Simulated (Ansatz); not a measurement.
The parent structure is CdTe in the zinc blende structure (space group F-43m, No. 216; a = 6.6186 Å).

The values are results of PBE (Ansatz, a first-principles code, PAW, no spin-orbit coupling), earlier PAW set, not measurements.

Carriers are added at fixed cell with a uniform background; the Fermi–Dirac width is that of 300 K.

One change was made to it. Results:

The Fermi level relative to the doped band's edge (positive inside the band; to 0.05 eV) amounts to +0.10 eV; the gap character is still direct at Γ.

What was done to the base?
A. holes 5.0×10^20 cm⁻³
B. electrons 2.0×10^21 cm⁻³
C. electrons 5.0×10^20 cm⁻³

A, holes 5.0×10^20 cm⁻³. For comparison, the Fermi level from band edge in the other runs: electrons 5.0×10^20 cm⁻³ gives +1.15 eV; electrons 2.0×10^21 cm⁻³ gives +1.45 eV.

Carriers are added with a uniform compensating background; total energy and stress of such cells depend on the potential's zero and are not compared; many-body gap narrowing is missing at this level. With Te present, leaving out spin-orbit coupling can change the band edges. Whether these cells are dynamically stable was not tested.
